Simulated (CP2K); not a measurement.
Input and output of a self-consistent single point for SnS (F-43m, 2 atoms in the cell) (CP2K).

Level of theory: CP2K with LDA (Pade form), GPW, DZVP-MOLOPT-SR-GTH basis, GTH-PADE potentials (GTH_POTENTIALS).

```yaml
crystal:
  lattice:
    - [4.61761, 0.00000, 0.00000]
    - [2.30880, 3.99896, 0.00000]
    - [2.30880, 1.33299, 3.77026]
  atoms:
    - { symbol: Sn, position: [0.00000, 0.00000, 0.00000] }
    - { symbol: S, position: [0.75000, 0.75000, 0.75000] }
```

Reference input (self-consistent single point, DFT PBEsol, GPW, DZVP-MOLOPT-SR-GTH basis, GTH-PBE potentials (GTH_POTENTIALS)): CUTOFF = 400 Ry; REL_CUTOFF = 60 Ry; SMEAR/METHOD = GAUSSIAN; SIGMA = 0.1 eV; KPOINTS/SCHEME = MONKHORST-PACK 5 5 5; XC_FUNCTIONAL = PBE:PBESOL; Sn/BASIS_SET = DZVP-MOLOPT-SR-GTH-q4; Sn/POTENTIAL = GTH-PBE-q4; S/BASIS_SET = DZVP-MOLOPT-SR-GTH-q6; S/POTENTIAL = GTH-PBE-q6; METHOD = GPW; EPS_DEFAULT = 1e-10. This run's input differs from it in these lines:

```diff
@@ -42,6 +42,3 @@
     &XC
-      &XC_FUNCTIONAL
-        &PBE
-          PARAMETRIZATION PBESOL
-        &END PBE
+      &XC_FUNCTIONAL PADE
       &END XC_FUNCTIONAL
@@ -77,3 +74,3 @@
       BASIS_SET DZVP-MOLOPT-SR-GTH-q4
-      POTENTIAL GTH-PBE-q4
+      POTENTIAL GTH-PADE-q4
     &END KIND
@@ -81,3 +78,3 @@
       BASIS_SET DZVP-MOLOPT-SR-GTH-q6
-      POTENTIAL GTH-PBE-q6
+      POTENTIAL GTH-PADE-q6
     &END KIND
```

Output (repeated stretches shortened):

```
 SCF WAVEFUNCTION OPTIMIZATION

  Step     Update method      Time    Convergence         Total energy    Change
     1 NoMix/Diag. 0.30E+00      -     0.33050646       -13.7317095005 -1.37E+01
     2 Broy./Diag. 0.30E+00      -     0.09538630       -13.5310559252  2.01E-01
     3 Broy./Diag. 0.30E+00      -     0.04680246       -13.7745226787 -2.43E-01
     4 Broy./Diag. 0.30E+00      -     0.00885935       -13.8083944713 -3.39E-02
     5 Broy./Diag. 0.30E+00      -     0.00654109       -13.7800890512  2.83E-02
     6 Broy./Diag. 0.30E+00      -     0.00121690       -13.7964523375 -1.64E-02
     7 Broy./Diag. 0.30E+00      -     0.00069219       -13.7940506158  2.40E-03
     8 Broy./Diag. 0.30E+00      -     0.00003868       -13.7957841885 -1.73E-03
     9 Broy./Diag. 0.30E+00      -     0.00004662       -13.7957410215  4.32E-05
    10 Broy./Diag. 0.30E+00      -     0.00000223       -13.7958479373 -1.07E-04
    11 Broy./Diag. 0.30E+00      -     0.00000036       -13.7958428549  5.08E-06
  *** SCF run converged in    11 steps ***

  Overlap energy of the core charge distribution:               0.00000000000719
  Self energy of the core charge distribution:                -31.63991171017524
  Core Hamiltonian energy:                                      6.78119009510617
  Hartree energy:                                              14.23312766324836
  Exchange-correlation energy:                                 -3.17022689328005
  Smearing free energy correction:                             -0.00002200901989
  Fermi energy:                                                 0.06988509040859

  Total energy:                                               -13.79584285487569
  Total energy (extrapolated to sigma->0):                    -13.79583185036575

   [... lines left out ...]

 STRESS| Analytical stress tensor [bar]
 STRESS|                        x                   y                   z
 STRESS|      x       -2.79176592856E+04   8.61923109264E-03   6.09466695340E-03
 STRESS|      y        8.61923109264E-03  -2.79176244940E+04  -5.91251084699E-05
 STRESS|      z        6.09466695340E-03  -5.91251084699E-05  -2.79176384696E+04
 STRESS| 1/3 Trace                                            -2.79176407497E+04
```

The run converged in 11 iterations. Against the reference run the pressure goes from -0.43 to -2.79 GPa and the gap on the mesh goes from 0.355 to 0.339 eV.

The starting cell comes from a database of computed structures (which also holds hypothetical and non-ambient phases and stackings), without a prior relaxation at this level. Values carry the incompleteness of an atom-centred basis.
